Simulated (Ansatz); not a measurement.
Consider TiO₂ in the anatase structure (space group I4_1/amd, No. 141; a = 3.7988 Å, c = 9.7007 Å).

Perturbation: every lattice vector is shortened by 1.20 %, atoms relaxed at fixed cell.

Method: plane-wave PAW DFT at the PBE level (Ansatz, a first-principles code, 420 eV), no SOC.

Base, band edges from the VBM (valence, conduction): M -0.10, 2.45; G -0.09, 3.21; R -0.09, 3.21; X -0.05, 3.23; Γ -0.42, 2.13; S₀ -0.82, 3.20; S -0.82, 3.20; N -0.64, 3.20; P -0.25, 3.46 eV.

Question: Give the band edges at the high-symmetry points of the new zone, measured from its valence-band maximum.

Answer: 
```csv
point,valence edge (eV),conduction edge (eV)
Γ,-0.49,2.17
X,-0.05,3.37
P,-0.24,3.63
N,-0.68,3.32
M,-0.13,2.51
S,-0.84,3.30
S₀,-0.84,3.30
R,-0.09,3.35
G,-0.09,3.35
```

The gap is 2.17 eV, indirect, Γ–X (87 % along) → Γ.

The cells carry an imposed strain or load. Stability against distortions was not tested. The final runs are not spin-polarised.
